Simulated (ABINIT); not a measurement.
# ABINIT run on Cu (Fm-3m, 1 atom in the cell): self-consistent single point

Method of the run: PBE, PAW (JTH v2.0 PBE PAW) (plane waves; ABINIT).

Input as run:

```
# Cu, JTH v2.0 PBE PAW
pp_dirpath "./"
pseudos "Cu.GGA_PBE-JTH.xml"
acell 4.8382912071 4.8382912071 4.8382912071
rprim
        -0.0000000000    0.7071067812    0.7071067812
         0.7071067812    0.0000000000    0.7071067812
         0.7071067812    0.7071067812   -0.0000000000
natom 1
ntypat 1
znucl 29
typat 1
xred    0.0000000000    0.0000000000    0.0000000000
ecut 816 eV
pawecutdg 1633 eV
pawxcdev 0
ixc 11
occopt 7
tsmear 0.1 eV
nband 15
kptopt 1
ngkpt 8 8 8
nshiftk 1
shiftk 0 0 0
nstep 80
tolvrs 1.0e-12
prtwf 0
prtden 0
enunit 1
```

Output (repeated stretches shortened):

```
 Symmetries : space group Fm -3 m (#225); Bravais cF (face-center cubic)

 -outvars: echo values of preprocessed input variables --------
            acell      4.8382912071E+00  4.8382912071E+00  4.8382912071E+00 Bohr
             ecut      2.99874495E+01 Hartree
           enunit           1
              ixc          11
         kptrlatt        8    0    0      0    8    0      0    0    8
          kptrlen      3.87063297E+01
            natom           1
            nband          15
            ngfft          24      24      24
          ngfftdg          36      36      36
             nkpt          29
            nstep          80
             nsym          48
           ntypat           1
           occopt           7
        pawecutdg      6.00116484E+01 Hartree
         pawxcdev           0
            rprim     -0.0000000000E+00  7.0710678120E-01  7.0710678120E-01
                       7.0710678120E-01  0.0000000000E+00  7.0710678120E-01
                       7.0710678120E-01  7.0710678120E-01 -0.0000000000E+00
          spgroup         225
           tolvrs      1.00000000E-12
           tsmear      3.67493254E-03 Hartree
            typat      1
           useylm           1
            znucl       29.00000

== DATASET  1 ==================================================================

 Exchange-correlation functional for the present dataset will be:
  GGA: Perdew-Burke-Ernzerhof functional - ixc=11
 Citation for XC functional:
  J.P.Perdew, K.Burke, M.Ernzerhof, PRL 77, 3865 (1996)

 Real(R)+Recip(G) space primitive vectors, cartesian coordinates (Bohr,Bohr^-1):
 R(1)=  0.0000000  3.4211885  3.4211885  G(1)= -0.1461480  0.1461480  0.1461480
 R(2)=  3.4211885  0.0000000  3.4211885  G(2)=  0.1461480 -0.1461480  0.1461480
 R(3)=  3.4211885  3.4211885  0.0000000  G(3)=  0.1461480  0.1461480 -0.1461480
 Unit cell volume ucvol=  8.0086814E+01 bohr^3
 Angles (23,13,12)=  6.00000000E+01  6.00000000E+01  6.00000000E+01 degrees

 Coarse grid specifications (used for wave-functions):

 getcut: wavevector=  0.0000  0.0000  0.0000  ngfft=  24  24  24
         ecut(hartree)=     29.987   => boxcut(ratio)=   2.01226

 Fine grid specifications (used for densities):

 getcut: wavevector=  0.0000  0.0000  0.0000  ngfft=  36  36  36
         ecut(hartree)=     60.012   => boxcut(ratio)=   2.13367

   7.07019918E+02                                ecore*ucvol(ha*bohr**3)

_setup2: Arith. and geom. avg. npw (full set) are     628.193     628.159

--- !BeginCycle
solver: {iscf: 17, nstep: 80, nline: 4, wfoptalg: 10, }
tolerances: {tolvrs: 1.00E-12, }
...

     iter   Etot(hartree)      deltaE(h)  residm     nres2
 ETOT  1  -193.82776242687    -1.938E+02 5.832E+01 3.460E+01
 ETOT  2  -198.39494817575    -4.567E+00 2.015E-01 2.932E+02
 ETOT  3  -198.06679649408     3.282E-01 8.728E-02 5.484E+01
 ETOT  4  -197.97017451532     9.662E-02 4.405E-02 2.449E+00
 ETOT  5  -197.96682695071     3.348E-03 2.396E-02 1.548E+00
 ETOT  6  -197.96540372868     1.423E-03 2.959E-03 9.613E-01
   [... 14 lines left out ...]
 ETOT 21  -197.96284295456     5.684E-13 3.558E-06 1.845E-10
 ETOT 22  -197.96284295456     5.116E-13 5.941E-07 5.612E-11
 ETOT 23  -197.96284295456    -5.684E-13 3.162E-06 9.419E-11
 ETOT 24  -197.96284295456    -2.842E-14 5.337E-07 4.210E-12
 ETOT 25  -197.96284295456     3.126E-13 2.829E-06 2.737E-13

 At SCF step   25       nres2   =  2.74E-13 < tolvrs=  1.00E-12 =>converged.

 Cartesian components of stress tensor (hartree/bohr^3)
  sigma(1 1)= -4.16394372E-05  sigma(3 2)=  0.00000000E+00
  sigma(2 2)= -4.16394372E-05  sigma(3 1)=  0.00000000E+00
  sigma(3 3)= -4.16394372E-05  sigma(2 1)=  0.00000000E+00

 ----iterations are completed or convergence reached----

 reduced coordinates (array xred) for    1 atoms
       0.000000000000      0.000000000000      0.000000000000
 cartesian forces (eV/Angstrom) at end:
    1     -0.00000000000000    -0.00000000000000    -0.00000000000000
 frms,max,avg= 0.0000000E+00 0.0000000E+00   0.000E+00  0.000E+00  0.000E+00 e/A
 length scales=  4.838291207100  4.838291207100  4.838291207100 bohr
              =  2.560313435319  2.560313435319  2.560313435319 angstroms
 Fermi (or HOMO) energy (eV) =   6.98254   Average Vxc (eV)= -11.98147
 Eigenvalues (   eV  ) for nkpt=  29  k points:
 kpt#   1, nband= 15, wtk=  0.00195, kpt=  0.0000  0.0000  0.0000 (reduced coord)
-105.53931  -62.85057  -62.85057  -62.85057   -2.31325    4.07107    4.07107    4.07107
   4.89513    4.89513   29.82370   32.27965   32.27965   32.27965   34.62205
 prteigrs : prtvol=0 or 1, do not print more k-points.

--- !EnergyTerms
comment             : Components of total free energy in Hartree
kinetic             :  1.09675964004823E+01
hartree             :  4.13915432150577E+01
xc                  : -2.74131766597411E+00
Ewald energy        : -1.20947384083829E+02
psp_core            :  8.82816891788382E+00
local_psp           : -1.03206858453999E+02
spherical_terms     : -3.22544736786285E+01
internal            : -1.97962725349006E+02
'-kT*entropy'       : -1.17533175972999E-04
total_energy        : -1.97962842882182E+02
total_energy_eV     : -5.38684290768393E+03
...

-Cartesian components of stress tensor (GPa)         [Pressure=  1.2251E+00 GPa]
- sigma(1 1)= -1.22507433E+00  sigma(3 2)=  0.00000000E+00
- sigma(2 2)= -1.22507433E+00  sigma(3 1)=  0.00000000E+00
- sigma(3 3)= -1.22507433E+00  sigma(2 1)=  0.00000000E+00

 Calculation completed.
```

The run converged in 25 iterations.

The starting cell has typed, rounded lattice constants, without a prior relaxation at this level. Its lattice was rescaled by up to half a per cent. Spin polarisation is off.
